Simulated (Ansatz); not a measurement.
A user runs Ansatz (an electronic-structure program) on BaLaSi2 (Cmcm, 8 atoms in the cell) and asks whether the run is sound. The aim is a self-consistent single point with DFT, LDA (PW92), plane waves, default PAW files made with PBE.

Cell that was meant: a = 7.8848 Å, b = 7.8848 Å, c = 6.7323 Å, α = 90.00°, β = 90.00°, γ = 145.64°.

Part of the input:

Ansatz 0.2 input:
```yaml
    - { symbol: Si, position_ang: [2.329020, 6.415377, 0.464397] }
    - { symbol: Si, position_ang: [2.329020, 6.415377, 2.901772] }
    - { symbol: Si, position_ang: [2.329020, -6.415377, 3.830565] }
basis:
  ecutrho_ratio: 1
kpoints:
  mp_grid: { grid: [7, 7, 5], shift: [0.5, 0.5, 0.5] }
hamiltonian:
```

Output, abridged:

```
WARN basis.ecutwfc = 420 eV, the default
WARN basis.ecutrho_ratio = 1 (ecutrho = 420 eV) is below the records' recommended cutoff
   [... lines left out ...]
PAW frozen core: Si, regenerated for the run's functional, and the local potential with it
Initial density: superposition of atomic densities (neutral atoms: chi_scale 0, normalization atom), corrected by the library's trained network
Initial wavefunctions: pseudopotential atomic-orbital guess
Eigensolver: davidson
Functional: x = slater, c = lda
SCF iter   1: F=—  HF=-26151.030680 eV  |F-HF|=—  |Δ(HF+E_count)|=         —  Δρ=4.63e-3  dr2=1.06e-1  ethr=1.77e-3  ⟨swp⟩=11.8  Hψ=12655  notcnv=0
all-band conjugate gradients solve this SCF's bands
preconditioner: auto → Kerker (q_TF=auto, 2.159 Å⁻¹)
SCF iter   2: F=—  HF=-26151.018982 eV  |F-HF|=—  |Δ(HF+E_count)|=   1.17e-2  S|Δr|=    0.00e0  Δρ=2.82e-3  dr2=4.96e-2  ethr=1.83e-4  ⟨swp⟩=2.8  Hψ=2441  notcnv=0  defer=97
   [... lines left out ...]
SCF iter   5: F=—  HF=-26151.009767 eV  |F-HF|=—  |Δ(HF+E_count)|=   1.14e-5  S|Δr|=    0.00e0  Δρ=3.19e-5  dr2=3.73e-6  ethr=1.54e-7  ⟨swp⟩=2.5  Hψ=2945  notcnv=0  defer=97
SCF iter   6: F=—  HF=-26151.009767 eV  |F-HF|=—  |Δ(HF+E_count)|=   1.21e-7  S|Δr|=    0.00e0  Δρ=8.94e-6  dr2=2.69e-7  ethr=6.43e-9  ⟨swp⟩=2.7  Hψ=3240  notcnv=0  defer=97
SCF iter   7: F=-26151.009767 eV  HF=-26151.009767 eV  |F-HF|=9.00e-9  |Δ(HF+E_count)|=   4.48e-8  S|Δr|=    0.00e0  Δρ=1.97e-6  dr2=1.80e-8  ethr=1.72e-10  ⟨swp⟩=15.9  Hψ=10559  notcnv=0
SCF 1 converged in 7 iterations: F = -26151.009767 eV  dr2 = 1.80e-8
Stability not checked (fill_not_monotonic)
Free energy (F): -26151.009767 eV
Internal energy: -26151.010525 eV  (E = F + TS)
E sigma→0 (E₀):  -26151.010020 eV
Entropy (-TS):   0.000758 eV (0.095 meV/atom)
Fermi energy:    8.805397 eV
--- Forces (eV/Å), atoms counted from 1 ---
  atom   1  Ba     0.00000000    -0.13397433     0.00000000
  atom   2  Ba     0.00000000     0.13397433     0.00000000
  atom   3  La     0.00000000     0.11432878     0.00000000
   [... lines left out ...]
  P = ⅓ Tr σ = -3.4809 GPa (-34.809 kbar)
  The stress holds the Pulay correction, which leaves out the density cutoff's part. Without it, at fixed plane waves, as pw.x and ABINIT print it …
settings of this run that can trade accuracy for cost: basis.ecutrho_ratio < 4. Do not mix this run's numbers with those of runs without the same settings …
```

Q: Is anything amiss in this input, and did it matter?

A: The results are close to the sound ones and would serve for rough work. The doubtful point is a density cutoff or grid that is too coarse. The charge density holds wave vectors up to twice those of the orbitals (four times the energy cutoff), and augmentation charges need more still. The run converged in 7 iterations without an error; against the sound input the free energy goes down by 2.1 meV/atom, the pressure stays at -3.48 GPa and the largest force stays at 0.134 eV/Å. The full log also holds (shortened here): “WARN basis.ecutrho_ratio = 1 (ecutrho = 420 eV) is below the records' recommended cutoff”. At a fixed set of plane waves, without the program's Pulay estimate, the pressure is -3.49 GPa against -3.49 GPa.

An input that runs soundly differs in these lines (not the only fix; some lines may just follow from the change or write a value another way):
```diff
-basis:
-  ecutrho_ratio: 1
```

With that input, the run converged in 7 iterations: free energy E − TS (on the zero of these files) -26150.9932 eV; Fermi level (on the code's own zero) 8.80 eV; pressure -3.48 GPa; largest force (vector length) 0.134 eV/Å (DFT, LDA (PW92), plane waves, default PAW files made with PBE).

On the sound input: the starting cell comes from a database of computed structures (which also holds hypothetical and non-ambient phases and stackings), without a prior relaxation at this level. Its lattice was rescaled by a random factor within 2.5 % of one. With a pressure of about -3 GPa the cell is away from its equilibrium volume at this level. Ansatz's pressure includes its estimate of the finite-basis (Pulay) stress.
